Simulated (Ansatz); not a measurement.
# A series of runs on CaAl8Cu4 (I4/mmm, 13 atoms in the cell)

```yaml
crystal:
  lattice:
    - [-4.38290, 4.38290, 2.54941]
    - [4.38290, -4.38290, 2.54941]
    - [4.38290, 4.38290, -2.54941]
  atoms:
    - { symbol: Ca, position: [0.00000, 0.00000, 0.00000] }
    - { symbol: Al, position: [0.00000, 0.34840, 0.34840] }
    - { symbol: Al, position: [0.00000, 0.65160, 0.65160] }
    - { symbol: Al, position: [0.34840, 0.00000, 0.34840] }
    - { symbol: Al, position: [0.65160, 0.00000, 0.65160] }
    - { symbol: Al, position: [0.50000, 0.27895, 0.77895] }
    - { symbol: Al, position: [0.50000, 0.72105, 0.22105] }
    - { symbol: Al, position: [0.27895, 0.50000, 0.77895] }
    - { symbol: Al, position: [0.72105, 0.50000, 0.22105] }
    - { symbol: Cu, position: [0.50000, 0.50000, 0.50000] }
    - { symbol: Cu, position: [0.50000, 0.00000, 0.00000] }
    - { symbol: Cu, position: [0.00000, 0.00000, 0.50000] }
    - { symbol: Cu, position: [0.00000, 0.50000, 0.00000] }
```

Base run A: PBEsol, default PAW files made with PBE (Ansatz, a first-principles code), self-consistent single point.

Its settings: basis.ecutwfc = 420 eV; kpoints.mp_grid.grid = 5 5 5; hamiltonian.xc = pbesol; hamiltonian.pseudopotentials = {kind: paw} (the program's default PAW files); scf.occupations.method = cold; scf.occupations.width = 0.2 eV.

The starting cell comes from a database of computed structures (which also holds hypothetical and non-ambient phases and stackings), without a prior relaxation at this level. Spin polarisation is off. Ansatz's pressure includes its estimate of the finite-basis (Pulay) stress.

ΔF is the free energy per atom less that of run A. 

The first pressure column holds Ansatz's estimate of the finite-basis (Pulay) stress, which hides part of the cutoff error; the other is without it.

In some runs the Pulay estimate is large (up to 63 GPa), a sign of a cutoff far from converged.

| run | change | ΔF (meV/atom) | pressure (GPa) | largest force (eV/Å) | pressure at a fixed set of plane waves (GPa) |
|---|---|---|---|---|---|
| A | base | 0.00 | -0.31 | 0.171 | -0.37 |
| B | lattice scaled by 0.97 | 40.3 | 11.03 | 0.314 | 10.96 |
| C | lattice scaled by 0.97; basis.ecutwfc: 420 eV → 250 eV | 932.1 | 11.57 | 0.294 | -50.98 |
| D | lattice scaled by 0.985 | 8.9 | 4.77 | 0.209 | 4.71 |
| E | lattice scaled by 0.985; basis.ecutwfc: 420 eV → 250 eV | 893.5 | 5.83 | 0.210 | -53.93 |
| F | lattice scaled by 1.015 | 10.5 | -4.40 | 0.138 | -4.46 |
| G | lattice scaled by 1.015; basis.ecutwfc: 420 eV → 250 eV | 882.4 | -2.37 | 0.107 | -57.38 |
| H | lattice scaled by 1.03 | 37.5 | -7.64 | 0.108 | -7.70 |
| I | lattice scaled by 1.03; basis.ecutwfc: 420 eV → 250 eV | 901.1 | -5.08 | 0.061 | -57.99 |
| J | basis.ecutwfc: 420 eV → 250 eV | 879.9 | 1.24 | 0.151 | -56.11 |

Run B against A: The free energy rises by 40.3 meV/atom, the pressure goes from -0.31 to 11.03 GPa and the largest force goes from 0.171 to 0.314 eV/Å.

Run H against A: The free energy goes up by 37.5 meV/atom, the pressure goes from -0.31 to -7.64 GPa and the largest force goes from 0.171 to 0.108 eV/Å.

Run F against A: The free energy rises by 10.5 meV/atom, the pressure goes from -0.31 to -4.40 GPa and the largest force goes from 0.171 to 0.138 eV/Å.

Keys are those of Ansatz 0.2.
